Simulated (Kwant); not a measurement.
Model system: circular cavity between two wires in a Si two-dimensional gas. Effective mass 0.19 mₑ, grid spacing 25 nm, hard walls, nominal width 300 nm (11 grid rows, so walls 300 nm apart), one parabolic valley, scattering region 1800 nm long along x; energies count from the band bottom; Fermi energy swept from 1.7592e-05 to 0.00026388 eV. Cavity of radius 380 nm, straight part 0 nm, centre moved sideways by 150 nm.

The device is made up for the run: typed textbook-type constants, with dimensions and the other settings drawn at random.

Model: effective-mass tight-binding model on a square grid, one spin, coherent transport at 0 K (Kwant). Conductance is in e²/h.

Q: How many channels do the leads carry at E = 0.113, 0.148, 0.262 meV?

A: The hard-wall thresholds are n² ħ²π²/(2mW²) = n² × 0.0220 meV with W = 300 nm. √(0.113/0.0220) = 2.26, so 2. √(0.148/0.0220) = 2.59, so 2. √(0.262/0.0220) = 3.45, so 3.
